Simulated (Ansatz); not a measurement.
SrO under a change: isotropic strain −2.00 %

Start from SrO in the rock salt structure (space group Fm-3m, No. 225; a = 5.195 Å).

Modification: an isotropic linear strain of −2.00 %; the atoms relax in the strained cell.

Level of theory: PBE (Ansatz, a program for electronic structure, PAW, without spin-orbit coupling). Settings: 11×11×11 k-points, 0.05 eV Fermi–Dirac smearing.

```tsv
quantity	base	changed	shift
volume per atom	17.52 Å³	16.49 Å³	-1.03 Å³
shortest interatomic distance	2.597 Å	2.546 Å	-0.0519 Å
energy relative to the base (free energy F)	0 meV/atom	+18 meV/atom	+18 meV/atom
pressure	0.00 GPa	5.88 GPa	+5.872 GPa
band gap	3.33 eV	3.30 eV	-0.03 eV
gap character	indirect, Γ → X	indirect, Γ → X	–
smallest direct gap	3.42 eV	3.35 eV	-0.07 eV
mean gap deformation potential ΔEg/Δln V	–	+0.5 eV	–
electron mass	1.2 mₑ along k, 0.41 mₑ across (at X)	1.2 mₑ along k, 0.39 mₑ across (at X)	–
valley order (the lowest conduction-band minima on the path, energy above the VBM, named in the base's zone)	X along ⟨100⟩ 3.33 eV; Γ 3.79 eV	X along ⟨100⟩ 3.30 eV; Γ 4.23 eV	–
```

Final structure:

```xyz
2
Lattice="0.0000 2.5455 2.5455 2.5455 0.0000 2.5455 2.5455 2.5455 0.0000" Properties=species:S:1:pos:R:3 pbc="T T T"
Sr     0.0000     0.0000     0.0000
O      2.5455     2.5455     2.5455
```

Masses are band curvatures over ±0.01 Å⁻¹ around the edge. Along k means along the line from Γ to the band edge. Semilocal Kohn–Sham gaps tend to fall short of experiment. Whether these cells are dynamically stable was not tested.
